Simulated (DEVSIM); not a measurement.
Structure: Schottky contact on n-type Si, at 300 K.

| layer (left to right) | material | thickness (μm) | Nd (cm⁻³) | τn (s) | τp (s) |
|---|---|---|---|---|---|
| 1 | Si | 2.10 | 1.8e17 | 1.7e-6 | 1.7e-6 |

Left contact: Schottky, work function 4.75 eV, emission velocity 6e6 cm/s. Right contact: ohmic. Voltage is applied to the left contact. Recombination: SRH at mid-gap, radiative. Mobility is μmin + (μ − μmin)/(1 + (N/Nref)^α).

The device is made up for the run: typed textbook-type constants, with dimensions and the other settings drawn at random. Values at 300 K; Nc and Nv go as T^1.5, mobilities as T to minus their exponent, the gap by Varshni's rule with the affinity fixed.

```csv
parameter,Si
gap (eV),1.124
affinity (eV),4.05
permittivity,11.7
Nc (cm⁻³),2.86e19
Nv (cm⁻³),3.1e19
μn (cm²/Vs),1417
μp (cm²/Vs),470
"μn,min",52
"μp,min",45
"Nref,n",9.7e16
"Nref,p",2.2e17
αn,0.68
αp,0.72
T exponent of μn,2.3
T exponent of μp,2.2
B (cm³/s),4.7e-15
Varshni α (eV/K),0.000473
Varshni β (K),636
```

Model (solved in DEVSIM): 1D drift-diffusion, Boltzmann statistics, complete ionisation; no tunnelling, impact ionisation, image-force lowering or self-heating. Metal contacts follow the ideal Schottky-Mott rule: no Fermi-level pinning, no interface dipoles.

The temperature was swept, all else fixed.

```json
[
 {"temperature (K)": "250", "dark forward voltage at 100 A/cm² (V)": "(withheld)", "largest field in the device at zero bias (V/cm)": "180000", "potential step across the device at zero bias (V)": "0.597"},
 {"temperature (K)": "300", "dark forward voltage at 100 A/cm² (V)": "0.381", "largest field in the device at zero bias (V/cm)": "170000", "potential step across the device at zero bias (V)": "0.569"},
 {"temperature (K)": "350", "dark forward voltage at 100 A/cm² (V)": "0.322", "largest field in the device at zero bias (V/cm)": "170000", "potential step across the device at zero bias (V)": "0.540"},
 {"temperature (K)": "400", "dark forward voltage at 100 A/cm² (V)": "0.262", "largest field in the device at zero bias (V/cm)": "160000", "potential step across the device at zero bias (V)": "0.510"},
 {"temperature (K)": "450", "dark forward voltage at 100 A/cm² (V)": "0.202", "largest field in the device at zero bias (V/cm)": "160000", "potential step across the device at zero bias (V)": "0.480"},
 {"temperature (K)": "500", "dark forward voltage at 100 A/cm² (V)": "0.143", "largest field in the device at zero bias (V/cm)": "150000", "potential step across the device at zero bias (V)": "0.449"}
]
```

Q: Some entries are withheld; supply them.

A: 
- 250, dark forward voltage at 100 A/cm² (V): 0.439
